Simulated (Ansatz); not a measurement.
Take PtSe2 in the CdI2 type structure (space group P-3m1, No. 164; a = 3.772 Å, c = 4.821 Å; layered; relaxed with 0.1 eV smearing) as the base. Axes: x lies along a and z along c of the hexagonal cell.

Method: Kohn–Sham DFT with the PBE-D3(BJ) functional, run in Ansatz (a quantum-chemistry and plane-wave program) with PAW and 420 eV plane waves, scalar-relativistic without spin-orbit coupling.

The change: an isotropic linear strain of +2.00 %, atoms relaxed at fixed cell.

Question: Predict the stress tensor and what it implies for the stiffness.

Answer: Stress of the strained cell less that of the base (GPa, compression positive):
```
   -5.1     0.0     0.0
    0.0    -5.1     0.0
    0.0     0.0    -2.2
```

Then B = −ΔP/(ΔV/V₀) with ΔV/V₀ = 0.0612 gives secant stiffness values (nonlinear terms included at this strain): B (at held cell shape, above the free-shape value) ≈ 68 GPa.

As a check, the harmonic strain energy −½ V₀ Δσ:ε is 15 meV/atom; the computed energy rise is 17 meV/atom.

Stability against distortions was not tested. All final runs are without spin polarisation.
